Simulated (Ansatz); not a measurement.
The reference is Cu₃N (space group Pm-3m, No. 221; a = 3.765 Å). Axes: x, y, z lie along the cube axes.

The values are results of Ansatz (a program for electronic structure), PBEsol, PAW, cutoff 420 eV, no SOC, not measurements.

Strains are applied to the cell and any free atomic positions relax; under biaxial strain the out-of-plane vector relaxes too.

One change was made to it. Results:

The energy increases by 0.8 meV/atom; the volume per atom increases by 0.06 Å³ to 13.40 Å³; the pressure (mean of the normal stresses, compression positive) goes from zero to -0.6 GPa.

**Question.** What was done to the base?
A. biaxial strain +2.50 %, plane normal [111], relaxed out of plane
B. biaxial strain +2.00 %, plane normal [111], relaxed out of plane
C. biaxial strain +1.00 %, plane normal [111], relaxed out of plane

**Answer.** C, biaxial strain +1.00 %, plane normal [111], relaxed out of plane. For comparison, the energy relative to the base in the other runs: biaxial strain +2.50 %, plane normal [111], relaxed out of plane gives +4.9 meV/atom; biaxial strain +2.00 %, plane normal [111], relaxed out of plane gives +3.1 meV/atom.

Whether these cells are dynamically stable was not tested. The final runs are not spin-polarised. Gaps under 0.05 eV, about the width of the smearing, are given as zero.
